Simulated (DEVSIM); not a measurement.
Device: abrupt GaAs p-n junction, at 350 K.

Layer 1 from the left is GaAs, thickness (μm) 0.380, Na (cm⁻³) 1.1e16, τn (s) 2.6e-9, τp (s) 2.6e-9. Layer 2 from the left is GaAs, thickness (μm) 74.0, Nd (cm⁻³) 3e14, τn (s) 2.6e-9, τp (s) 2.6e-9.

Left contact: ohmic. Right contact: ohmic. Voltage is applied to the left contact. Recombination: SRH at mid-gap. Mobility is constant in doping.

This is a model device: material constants are rounded textbook-type values typed into the input, and sizes, dopings and lifetimes were drawn at random. Values at 300 K; Nc and Nv go as T^1.5, mobilities as T to minus their exponent, the gap by Varshni's rule with the affinity fixed.

GaAs: gap (eV) 1.424, affinity (eV) 4.07, permittivity 12.9, Nc (cm⁻³) 4.7e17, Nv (cm⁻³) 9e18, μn (cm²/Vs) 8500, μp (cm²/Vs) 400, T exponent of μn 2.1, T exponent of μp 2.2, Varshni α (eV/K) 0.000541, Varshni β (K) 204.

Question: Estimate by hand the built-in potential, the peak field at zero bias, the capacitance at -6 V, and compare with a numerical solution.

Answer: 
- Built-in potential: ni = √(Nc Nv) exp(−Eg/2kT) = 2.12e8 cm⁻³ with Eg = 1.401 eV; Vbi = kT/q ln(Na Nd/ni²) = 0.963 V; numerical 0.963 V.
- Peak field at zero bias: depletion approximation: W = √(2εVbi/(qN)) = 2.17 μm with N = 2.92e14 cm⁻³; field = 2Vbi/W = 8880 V/cm; numerical 9460 V/cm (estimate below by 6.1 %).
- Capacitance at -6 V: C = √(qεN / 2(Vbi + |V|)) = 1.96 nF/cm²; numerical 1.97 nF/cm².

DEVSIM, 1D drift-diffusion, Boltzmann statistics, complete ionisation; no tunnelling, impact ionisation, image-force lowering or self-heating.
